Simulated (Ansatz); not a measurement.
Structures of equal composition on the (0001) surface of hcp Ti: a layer of Hf in place of the second plane; a layer of Hf in place of the third plane. The slabs share one bottom face, and each structure is named by its start. These are constructed structures in small cells; real faces may alloy, dewet or reconstruct in larger ones, and not all known structures of the face are among them. Slabs of about 12 Å with all that they carry, Fermi-Dirac smearing of 0.1 eV. Bottom of the slabs: a bare face, its two planes held. Relaxed from the named starts with such symmetry as they have, on meshes of like density; energies extrapolated to zero smearing; no spin-orbit coupling, no U. Spin-polarised runs, if any, are marked in brackets, and their order is one that fits the cell; the others ran without spin.

All values below come from PBE (plane waves to 420 eV, PAW; Ansatz, a first-principles code).

Problem. Order them by energy per 1x1 cell (lowest first) at the level PBE.

Solution. a layer of Hf in place of the third plane (0.000 eV), a layer of Hf in place of the second plane (0.099 eV)
